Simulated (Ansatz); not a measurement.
Hypothetical diamond Te, thickness series

Consider Te in the diamond structure (space group Fd-3m, No. 227; a hypothetical phase, not in the database extracts checked).

```
Te
1.0
    0.00000     3.53029     3.53029
    3.53029     0.00000     3.53029
    3.53029     3.53029     0.00000
Te
2
Cartesian
  1.76515   1.76515   1.76515
  0.00000   0.00000   0.00000
```

Cartesian axes are those of the cell as printed.

Free-standing slabs (2 atom(s) a layer) normal to [110] with 15 Å of vacuum; in-plane cell held at bulk.

The values are results of Ansatz (an electronic-structure program) PBEsol, no spin-orbit coupling, not measurements.

Notes on the quantities. layer's space group: with vacuum.

```json
[
 {"case": "base", "change of the spacing d23 from its bulk value of 2.496 Å": "–", "shortest interatomic distance": "305.7 pm", "change of the spacing d12 from its bulk value of 2.496 Å": "–", "layer's space group": "–"},
 {"case": "3 layers", "change of the spacing d23 from its bulk value of 2.496 Å": "–", "shortest interatomic distance": "280.7 pm", "change of the spacing d12 from its bulk value of 2.496 Å": "+2.2 %", "layer's space group": "Pmma (No. 51)"},
 {"case": "4 layers", "change of the spacing d23 from its bulk value of 2.496 Å": "+34.7 %", "shortest interatomic distance": "280.6 pm", "change of the spacing d12 from its bulk value of 2.496 Å": "-15.3 %", "layer's space group": "Pmna (No. 53)"},
 {"case": "5 layers", "change of the spacing d23 from its bulk value of 2.496 Å": "___", "shortest interatomic distance": "280.2 pm", "change of the spacing d12 from its bulk value of 2.496 Å": "___", "layer's space group": "Pmma (No. 51)"},
 {"case": "6 layers", "change of the spacing d23 from its bulk value of 2.496 Å": "+24.1 %", "shortest interatomic distance": "280.3 pm", "change of the spacing d12 from its bulk value of 2.496 Å": "-13.2 %", "layer's space group": "Pmna (No. 53)"},
 {"case": "7 layers", "change of the spacing d23 from its bulk value of 2.496 Å": "___", "shortest interatomic distance": "280.2 pm", "change of the spacing d12 from its bulk value of 2.496 Å": "-11.4 %", "layer's space group": "Pmma (No. 51)"}
]
```

Question: What belongs in the blanks?

Answer: 
- 5 layers, change of the spacing d23 from its bulk value of 2.496 Å: +13.9 %
- 5 layers, change of the spacing d12 from its bulk value of 2.496 Å: -7.7 %
- 7 layers, change of the spacing d23 from its bulk value of 2.496 Å: +19.5 %

Stability against distortions was not tested.
